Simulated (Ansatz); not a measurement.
bcc W (1 1 1) on zinc-blende CuI (1 1 1) (film strained to the substrate, faces as cut)

A periodic stack without vacuum, bcc W (1 1 1) on zinc-blende CuI (1 1 1) (film strained to the substrate, faces as cut): substrate slab Cu4I4, film W10, surface cells [[1, -1], [0, 1]] and [[1, -1], [0, 1]], film strained by -4.5 and -4.5 %, faces Cu/I and W/W as cut (like faces can put a slab off its formula).

The start was prepared with a machine-learned potential, and the result is one local minimum, with the in-plane cell held and forces under 0.04 eV/Å; the film can end far from its bulk form.

These are PBE (plane waves to 420 eV, PAW; Ansatz, a first-principles code) values and carry that method's errors. No spin–orbit coupling; the runs are not spin-polarised. Its k-point mesh 8×8×1, Fermi–Dirac width 0.05 eV.

- interface area: 16.0 Å²
- period: 23.91 Å
- gaps between the outermost planes at the two interfaces: 1.91 and 1.59 Å
- Cu–W contacts across the interfaces within 1.22 times the sum of covalent radii: 5, mean 2.82 Å
- I–W contacts across the interfaces within 1.22 times the sum of covalent radii: 5, mean 3.04 Å

```
Cu2W5I2
1.0
    4.29594    -0.00242    -0.23459
   -2.15115     3.72208    -0.04467
   -2.99241    -1.38852    24.19102
Cu I W
4 4 10
Direct
  0.89270   0.01587   0.02318
  0.45362   0.80663   0.19236
  0.98114   0.56928   0.33738
  0.51026   0.33209   0.48574
  0.30325   0.72296   0.08169
  0.83539   0.49666   0.22830
  0.36593   0.26090   0.37565
  0.89067   0.02164   0.52036
  0.04822   0.09762   0.63899
  0.66303   0.40564   0.60035
  0.81854   0.48174   0.71684
  0.43181   0.78890   0.67666
  0.59211   0.86756   0.79717
  0.20697   0.17541   0.75822
  0.36815   0.25507   0.87970
  0.98093   0.56167   0.83901
  0.13786   0.63922   0.95688
  0.75218   0.94691   0.91785
```
